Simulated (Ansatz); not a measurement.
For Bi2Se3 (model structure, started from the A-La2O3 type, P-3m1, No. 164, 5 atoms in the cell), PBEsol (plane waves, PAW; Ansatz, a first-principles code) gives:

```
Item                                     Value
------------------------------  --------------
equilibrium lattice constant a         4.118 Å
lattice parameter c                    9.908 Å
formation enthalpy              -0.373 eV/atom
```

**Question.** What does PBE-D3(BJ) in Ansatz (PAW) give for the same quantities?

**Answer.** 
- lattice constant a: 4.129 Å (rises by 0.3 %)
- lattice parameter c: 9.827 Å (shrinks by 0.8 %)
- formation enthalpy: -0.392 eV/atom (moves by -0.019 eV/atom)

Changes are worked out from the printed values.

Unless a cell is named, each level is at its own relaxed cell (PBEsol 29.10, PBE-D3(BJ) 29.02 Å³/atom).

Levels without +SOC leave out spin–orbit coupling, which shifts energies and cells of such heavy elements.

Ansatz's density-functional and Hartree–Fock values are scalar-relativistic unless marked +SOC, with PAW data made under PBE.

A model structure was made by putting elements into a prototype or built by hand; it is no filed structure, need not be a known phase, and can be a saddle point held by its symmetry.
